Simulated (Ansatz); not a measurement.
Consider Ag vacancy in fcc Ag, neutral cell. These are PBE, PAW (plane waves to 420 eV; Ansatz, an electronic-structure program) values and carry that method's errors.

32-site cell at the relaxed PBE lattice, a 2×2×2 k-point mesh shifted by half a step, smearing 0.10 eV, spin-restricted, no finite-size correction. Static, classical nuclei. Forms of the defect that were not tried may lie lower.

Barriers: single points on a 4×4×4 k-point mesh shifted by half a step at the bands' geometries (they differ from the bands' own by up to 0.07 eV, and are uncertain by about as much).

The only route run: one Ag atom jumps into the vacancy from a nearby Ag site; the atom moves 2.89 Å along (0.00, 0.49, -0.49) of the unit cell; the moving atom starts with neighbours 4 Ag at 2.92, 6 Ag at 2.94, Ag at 2.95 Å and ends with 4 Ag at 2.92, 6 Ag at 2.94, Ag at 2.95 Å. Its barrier is 0.59 eV. The saddle point's order was not checked, and it lies on a symmetry element of the cell, where a band can be held. The defect has 12 equivalent sites to jump to, 2.93 Å away. Attempt frequency: take 10 THz as a typical guess.

Problem. Estimate the defect's diffusion coefficient at 400 K, how far it wanders in 10 years, and how much an error of 0.1 eV in the barrier would matter.

Solution. kT = 0.0345 eV, so each jump happens at Γ = ν exp(−E/kT) = 1.0e13 × exp(−17.12) ≈ 3.7e+05 s⁻¹. For uncorrelated jumps in a cubic host D = z λ² Γ / 6 = 12 × (2.93e-8 cm)² × 3.7e+05 / 6 ≈ 6.4e-10 cm²/s. The root-mean-square distance is √(6Dt) ≈ 1 cm. An error of 0.1 eV changes D by a factor exp(0.1/kT) ≈ 18, and the distance by its square root. This is the isolated defect's own diffusivity; trapping, its concentration and zero-point motion are left out.
